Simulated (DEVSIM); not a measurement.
Structure: illuminated Si p-on-n cell, one wavelength, at 350 K.

Layer 1 from the left is Si, thickness (μm) 0.670, Na (cm⁻³) 9.7e18, τn (s) 8.9e-7, τp (s) 4e-7, absorption coefficient (cm⁻¹) 69000. Layer 2 from the left is Si, thickness (μm) 72.0, Nd (cm⁻³) 9.5e15, τn (s) 1e-6, τp (s) 1e-6, absorption coefficient (cm⁻¹) 69000.

Left contact: ohmic, minority electron recombination velocity 10000 cm/s. Right contact: ohmic, minority hole recombination velocity 20 cm/s. Voltage is applied to the left contact. Recombination: SRH at mid-gap, radiative, Auger. Light enters at the left, 2.3e18 photons cm⁻² s⁻¹, one pass, no reflection. Mobility is μmin + (μ − μmin)/(1 + (N/Nref)^α).

Constants are typed, rounded textbook-type inputs, not results; the design itself was drawn at random and stands for no fabricated device. Values at 300 K; Nc and Nv go as T^1.5, mobilities as T to minus their exponent, the gap by Varshni's rule with the affinity fixed.

Si: gap (eV) 1.124, affinity (eV) 4.05, permittivity 11.7, Nc (cm⁻³) 2.86e19, Nv (cm⁻³) 3.1e19, μn (cm²/Vs) 1417, μp (cm²/Vs) 470, μn,min 52, μp,min 45, Nref,n 9.7e16, Nref,p 2.2e17, αn 0.68, αp 0.72, T exponent of μn 2.3, T exponent of μp 2.2, B (cm³/s) 4.7e-15, Cn (cm⁶/s) 2.8e-31, Cp (cm⁶/s) 9.9e-32, Varshni α (eV/K) 0.000473, Varshni β (K) 636.

Model (solved in DEVSIM): 1D drift-diffusion, Boltzmann statistics, complete ionisation; no tunnelling, impact ionisation, image-force lowering or self-heating.

Dark forward current:

| |V| (V) | |J| (A/cm²) |
|---|---|
| 0.05 | 1.889e-7 |
| 0.10 | 7.071e-7 |
| 0.15 | 2.416e-6 |
| 0.20 | 8.994e-6 |
| 0.25 | 3.769e-5 |
| 0.30 | 0.0001738 |
| 0.35 | 0.0008516 |
| 0.40 | 0.004310 |
| 0.45 | 0.02208 |
| 0.50 | 0.1114 |
| 0.55 | 0.5131 |
| 0.60 | 1.876 |
| 0.65 | 5.298 |
| 0.70 | 13.04 |
| 0.75 | 30.90 |
| 0.80 | 73.55 |
| 0.85 | 179.4 |
| 0.90 | 445.6 |
| 0.95 | 1049 |
| 1.00 | 2139 |

### Question
Work out the local ideality factor n = ΔV / (kT/q · ln(J2/J1)) between the rows 0.15 and 0.20 V, 0.40 and 0.45 V, 0.95 and 1.00 V.

### Answer
kT/q = 30.16 mV. From 0.15 to 0.20 V: ln(8.994e-6/2.416e-6) = 1.314, n = 1.26. From 0.40 to 0.45 V: ln(0.02208/0.004310) = 1.634, n = 1.01, near the 1 of diffusion or emission over a barrier. From 0.95 to 1.00 V: ln(2139/1049) = 0.713, n = 2.33.

### Question
What current could the absorbed light give at most, and what share is collected?

### Answer
Σ αd = 501, so qΦ(1 − exp(−Σ αd)) = 369 mA/cm². The simulated short-circuit current is 309.0 mA/cm², a share of 0.84.

### Question
Estimate the open-circuit voltage by superposition: the voltage at which the dark current equals that short-circuit current.

### Answer
Interpolating ln J in the table gives 0.533 V. The simulation gives 0.532 V, the same within the digits that matter. Superposition holds where collection doesn't change with voltage.

### Question
Estimate the fill factor from FF0 = (v − ln(v + 0.72))/(v + 1), v = qVoc/(nkT), with n from the dark curve.

### Answer
The rows about Voc, 0.50 and 0.55 V, give n = 1.09, so v = 16.3 and FF0 = 0.778. The simulation gives 0.783, the same within the digits that matter.
